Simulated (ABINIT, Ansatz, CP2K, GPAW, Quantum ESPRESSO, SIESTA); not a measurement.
# One structure in several programs: SrAs2Ru2 (I4/mmm, 5 atoms in the cell)

Self-consistent single point.

```
CELL_PARAMETERS angstrom
     -2.08740     2.08740     5.70048
      2.08740    -2.08740     5.70048
      2.08740     2.08740    -5.70048
ATOMIC_POSITIONS crystal
  Sr 0.00000 0.00000 0.00000
  As 0.64322 0.64322 0.00000
  As 0.35678 0.35678 0.00000
  Ru 0.25000 0.75000 0.50000
  Ru 0.75000 0.25000 0.50000
```

All programs got the same cell, k-point mesh and kind of occupations (in Ansatz's words: kpoints.mp_grid.grid = 6 6 6; scf.occupations.method = gaussian; scf.occupations.width = 0.05 eV); potentials, basis and cutoffs are each program's usual ones.

```json
[
 {"code": "ABINIT", "model": "LDA (PW92), norm-conserving pseudopotentials (PseudoDojo nc-sr-04 LDA standard)", "pressure (GPa)": "-5.42", "largest force (eV/Å)": "0.126", "k-points": "30", "cutoff": "44 Ha"},
 {"code": "SIESTA", "model": "LDA PW92, numerical atomic orbitals DZP, PseudoDojo LDA standard norm-conserving potentials (rewritten from UPF to PSML)", "pressure (GPa)": "1.51", "largest force (eV/Å)": "0.837", "k-points": "132", "cutoff": "grid 350 Ry"},
 {"code": "Quantum ESPRESSO", "model": "LDA (PZ), GBRV 1.5 ultrasoft (LDA) pseudopotentials", "pressure (GPa)": "-4.78", "largest force (eV/Å)": "0.022", "k-points": "30", "cutoff": "40 Ry"},
 {"code": "CP2K", "model": "LDA (Pade form), GPW, DZVP-MOLOPT-SR-GTH basis, GTH-PADE potentials (GTH_POTENTIALS)", "pressure (GPa)": "-7.36", "largest force (eV/Å)": "0.066", "k-points": "112", "cutoff": "grid 500 Ry"},
 {"code": "GPAW", "model": "LDA (Perdew-Wang 92), GPAW PAW datasets LDA (gpaw-data 1.0.1)", "pressure (GPa)": "-5.28", "largest force (eV/Å)": "0.110", "k-points": "30", "cutoff": "550 eV"},
 {"code": "Ansatz", "model": "LDA (PW92), PAW files made with PBE", "pressure (GPa)": "-5.63", "largest force (eV/Å)": "0.154", "k-points": "30", "cutoff": "default"}
]
```

The spread over the programs that give each value: pressure within 8.87 GPa; largest force within 0.815 eV/Å.

The starting cell comes from a database of computed structures (which also holds hypothetical and non-ambient phases and stackings), without a prior relaxation at this level. On Ansatz's run: Spin polarisation is off. In the base run, with a pressure of about -6 GPa the cell is away from its equilibrium volume at this level.

**Question.** Why do the programs differ, and what cannot be compared?

**Answer.** Differences of this kind can come from the potentials, where these differ, and from what each basis and cutoff leave unconverged. The valence holds different numbers of electrons (ABINIT 72, SIESTA 72, Quantum ESPRESSO 52, CP2K 52, GPAW 52, Ansatz (a quantum-chemistry and plane-wave program) 72). The zero of total energies and Fermi levels follows the potentials and each program's conventions, so they are not compared here. SIESTA and CP2K use small atom-centred bases, whose incompleteness enters pressures, forces and empty levels differently from a plane-wave cutoff. Ansatz's pressure is given at a fixed set of plane waves, as the other plane-wave codes print theirs; with its correction for the finite basis it is -5.54 GPa. The same LDA comes in different parametrisations, which differ slightly. The programs reduce the same mesh by symmetry to different extents, which changes the work and not the result. In the pressure, SIESTA (by 6.86) and CP2K (by 2.01) lie more than 1 GPa from the median of the plane-wave programs. In the force vectors, SIESTA (by 0.955) and Quantum ESPRESSO (by 0.096) lie more than 0.08 eV/Å from the median of the plane-wave programs.

Left out of this page: Elk (not drawn, or without a comparable value); FLEUR (with a known weakness of the program).

Keys are those of Ansatz 0.2.
